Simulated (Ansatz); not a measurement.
# CsCl-type ScIr

Method: PBEsol (Ansatz, an electronic-structure program, PAW).

Numerical settings: plane-wave cutoff 500 eV, 18×18×18 k mesh, Fermi–Dirac smearing 0.1 eV, no spin polarisation, scalar-relativistic PAW data made under PBE.

Cell (relaxed at this level):

```cif
data_IrSc
_chemical_formula_sum 'Sc1 Ir1'
_space_group_name_H-M_alt 'Pm-3m'
_space_group_IT_number 221
_space_group_name_Hall '-P 4 2 3'
_cell_length_a 3.18929
_cell_length_b 3.18929
_cell_length_c 3.18929
_cell_angle_alpha 90.000
_cell_angle_beta 90.000
_cell_angle_gamma 90.000
loop_
_atom_site_label
_atom_site_type_symbol
_atom_site_symmetry_multiplicity
_atom_site_Wyckoff_symbol
_atom_site_fract_x
_atom_site_fract_y
_atom_site_fract_z
_atom_site_occupancy
Sc1 Sc 1 b 0.50000 0.50000 0.50000 1
Ir1 Ir 1 a 0.00000 0.00000 0.00000 1
```

```json
{
  "band_gap": "none"
}
```

Spin–orbit coupling is not included.

Computing time: around 25 core-seconds (rough).
